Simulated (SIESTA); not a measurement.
# A short convergence ladder for Ti (P-3m1, 2 atoms in the cell)

```
CELL_PARAMETERS angstrom
      1.46762    -2.54200     0.00000
      1.46762     2.54200     0.00000
      0.00000     0.00000     4.65660
ATOMIC_POSITIONS crystal
  Ti 0.33333 0.66667 0.26074
  Ti 0.66667 0.33333 0.75000
```

Base method: SIESTA with LDA PW92, numerical atomic orbitals DZP, PseudoDojo LDA standard norm-conserving potentials (rewritten from UPF to PSML).

Base settings: XC.functional = LDA; XC.authors = PW92; potentials = PseudoDojo LDA standard; PAO.BasisSize = DZP; PAO.EnergyShift = 0.01 Ry; MeshCutoff = 350 Ry; kgrid.MonkhorstPack = 5 5 3; OccupationFunction = FD; ElectronicTemperature = 100 meV; MaxSCFIterations = 150.

**The setting basis size**

Level: DFT, LDA PW92, numerical atomic orbitals TZDP, PseudoDojo LDA standard norm-conserving potentials (rewritten from UPF to PSML).

Moved along: PAO.BasisSize.

The second cell is the first with its lattice scaled by 0.98.

The mesh stays at the base's, so the ladder's end is converged at best in this setting alone.

The sets are ordered by size and need not be nested.

Only quantities that move along the ladder and can be compared are tabulated.

| basis (functions) | energy of the compressed cell less the first (meV/atom) | pressure (GPa) | largest difference of a force vector from the last step's (eV/Å) |
|---|---|---|---|
| SZ (20) | -132.88 | -23.56 | 0.163 |
| SZP (26) | -9.14 | -5.01 | 0.025 |
| DZ (32) | -118.86 | -22.30 | 0.006 |
| DZP (38) | -47.51 | -10.55 | 0.010 |
| TZP (50) | -50.99 | -11.10 | 0.005 |
| TZDP (56) | -48.12 | -10.56 | 0.000 |

Coarsest basis (functions) that holds the pressure within 1 GPa: not settled: the last two steps still differ by 0.54 GPa, over half the tolerance, so the ladder does not show it.

Coarsest basis (functions) that holds the forces within 0.02 eV/Å of the last step, with all finer ones: DZ (32); the step before is off by 0.025 eV/Å.

Coarsest basis (functions) that holds the energy of the compressed cell less the first within 2 meV/atom: not settled: the last two steps still differ by 2.9 meV/atom, over half the tolerance, so the ladder does not show it.

On the base run: the starting cell has typed, rounded lattice constants, without a prior relaxation at this level. Its lattice was rescaled by up to half a per cent. One atom was moved a little off its site on purpose. Spin polarisation is off. Values carry the incompleteness of an atom-centred basis. In the base run, with a pressure of about -11 GPa the cell is away from its equilibrium volume at this level. Without a gap this mesh is coarse (it stands for a supercell whose shortest vector is 14 Å).
